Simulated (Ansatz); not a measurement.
Gap of an H-capped Ge nanowire along [110], 8 atoms a period besides the caps at several levels, all on one geometry.

Levels: PBE (plane waves to 420 eV, PAW; Ansatz, an electronic-structure program); PBE with spin-orbit coupling (Ansatz); r2SCAN (plane waves to 500 eV, PAW; Ansatz); HSE06 run with Ansatz. Unmarked values and the geometry are of the first. Mesh 1×1×8. No spin polarisation. It repeats along c; a and b span vacuum. An idealised model, cut from the bulk lattice. It keeps the symmetry and period of its start, so it need not be a minimum against all distortions. Values not marked SOC lack spin–orbit coupling. HSE06 ran on a 1×1×5 mesh and at PBE's edge points.

```json
[
 {"level": "PBE", "gap (eV)": "2.00"},
 {"level": "PBE+SOC", "gap (eV)": "1.99"},
 {"level": "r2SCAN", "gap (eV)": "2.29"},
 {"level": "HSE06", "gap (eV)": "[?]"}
]
```

Task: What belongs in the gaps?

Result: 
- HSE06, gap (eV): 2.67
